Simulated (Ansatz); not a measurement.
A one-dimensional P body, 1 atoms a period, stretched and compressed along its axis from its relaxed period of 2.107 Å, atoms relaxed at each length.

```yaml
crystal:
  lattice:
    - [11.00000, 0.00000, 0.00000]
    - [0.00000, 11.00000, 0.00000]
    - [0.00000, 0.00000, 2.10658]
  atoms:
    - { symbol: P, position: [0.50000, 0.50000, 0.00000] }
```

All values below come from PBE (plane waves to 420 eV, PAW; Ansatz, a quantum-chemistry and plane-wave program). Mesh 1×1×160. No spin polarisation. Isolated but for its images some 11 Å away. A hypothetical model. It keeps the symmetry and period of its start, so it need not be a minimum against all distortions. Pairing along the axis, which can open a gap, is among the distortions not tried. Buckling under compression is shut out by symmetry and the short period. Energies are free energies at a Fermi–Dirac width of 0.02 eV, from the unstrained cell.

| strain (%) | energy (meV a period) | axial force (nN) |
|---|---|---|
| -3.0 | +32 | -1.73 |
| -1.5 | +7 | -0.82 |
| 0.0 | 0 | -0.01 |
| +1.5 | +7 | +0.72 |
| +3.0 | +26 | +1.30 |
